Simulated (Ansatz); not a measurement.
Worked example: self-consistent single point of LuCd (P4mm, 2 atoms in the cell) in Ansatz (a first-principles code).

Computed with PBEsol, default PAW files made with PBE (plane waves; Ansatz).

```yaml
crystal:
  lattice:
    - [3.62278, 0.00000, 0.00000]
    - [0.00000, 3.62278, 0.00000]
    - [0.00000, 0.00000, 3.62278]
  atoms:
    - { symbol: Lu, position: [0.50000, 0.50000, 0.51380] }
    - { symbol: Cd, position: [0.00000, 0.00000, 0.00000] }
```

Reference input (self-consistent single point, DFT, PBEsol, plane waves, default PAW files made with PBE): basis.ecutwfc = 30.9 Ry; kpoints.mp_grid.grid = 9 9 9; hamiltonian.xc = pbesol; hamiltonian.pseudopotentials = {kind: paw} (the program's default PAW files); scf.occupations.method = fermi_dirac; scf.occupations.width = 0.0073 Ry. This run's input differs from it in these lines:

Ansatz 0.2 input:
```diff
@@ -13,3 +13,3 @@
   mp_grid:
-    grid: [9, 9, 9]
+    grid: [15, 15, 15]
 hamiltonian:
@@ -20,4 +20,4 @@
   occupations:
-    method: fermi_dirac
-    width: 0.0073 Ry
+    method: cold
+    width: 0.022 Ry
 output:
```

Output, abridged:

```
SCF iter   1: F=—  HF=-22796.153549 eV  |F-HF|=—  |Δ(HF+E_count)|=         —  Δρ=4.54e-3  dr2=7.92e-3  ethr=1.77e-3  ⟨swp⟩=5.2  Hψ=37978  notcnv=0
all-band conjugate gradients solve this SCF's bands
preconditioner: auto → Kerker (q_TF=auto, 2.703 Å⁻¹)
SCF iter   2: F=—  HF=-22796.150167 eV  |F-HF|=—  |Δ(HF+E_count)|=   3.38e-3  S|Δr|=    0.00e0  Δρ=1.51e-3  dr2=8.40e-4  ethr=1.76e-5  ⟨swp⟩=2.5  Hψ=17868  notcnv=0
   [... lines left out ...]
SCF iter   5: F=—  HF=-22796.150001 eV  |F-HF|=—  |Δ(HF+E_count)|=   6.59e-6  S|Δr|=    0.00e0  Δρ=8.91e-5  dr2=3.86e-6  ethr=8.45e-8  ⟨swp⟩=2.0  Hψ=14010  notcnv=0
SCF iter   6: F=—  HF=-22796.150000 eV  |F-HF|=—  |Δ(HF+E_count)|=   9.11e-7  S|Δr|=    0.00e0  Δρ=2.95e-5  dr2=3.90e-7  ethr=8.57e-9  ⟨swp⟩=2.3  Hψ=14609  notcnv=0
SCF iter   7: F=-22796.150000 eV  HF=-22796.150000 eV  |F-HF|=7.81e-9  |Δ(HF+E_count)|=   6.45e-8  S|Δr|=    0.00e0  Δρ=5.00e-6  dr2=1.84e-8  ethr=2.22e-10  ⟨swp⟩=8.7  Hψ=50521  notcnv=0
SCF 1 converged in 7 iterations: F = -22796.150000 eV  dr2 = 1.84e-8
Stability not checked (fill_not_monotonic)
Free energy (F): -22796.150000 eV
Internal energy: -22796.143371 eV  (E = F + TS)
E sigma→0 (E₀):  -22796.147791 eV
Entropy (-TS):   -0.006629 eV (-3.315 meV/atom)
Fermi energy:    15.120899 eV
--- Forces (eV/Å), atoms counted from 1 ---
  atom   1  Lu     0.00000000     0.00000000    -0.16375908
  atom   2  Cd    -0.00000000     0.00000000     0.16378152
--- Stress (GPa, compression-positive) ---
       -0.826570       0.000000      -0.000000
        0.000000      -0.826570       0.000000
       -0.000000       0.000000      -0.864442
  P = ⅓ Tr σ = -0.8392 GPa (-8.392 kbar)
  The stress holds the Pulay correction. Without it, at fixed plane waves, as pw.x and ABINIT print it: P = -0.8861 GPa
```

The run converged in 7 iterations. Against the reference run the free energy rises by 11.0 meV/atom, the pressure hardly changes (-0.81 to -0.84 GPa) and the largest force hardly changes (0.163 to 0.164 eV/Å).

The starting cell comes from a database of computed structures (which also holds hypothetical and non-ambient phases and stackings), without a prior relaxation at this level. Its lattice was rescaled by up to half a per cent. One atom was moved a little off its site on purpose. Ansatz's pressure includes its estimate of the finite-basis (Pulay) stress.

Cost on one core of a shared machine: roughly 40 s.
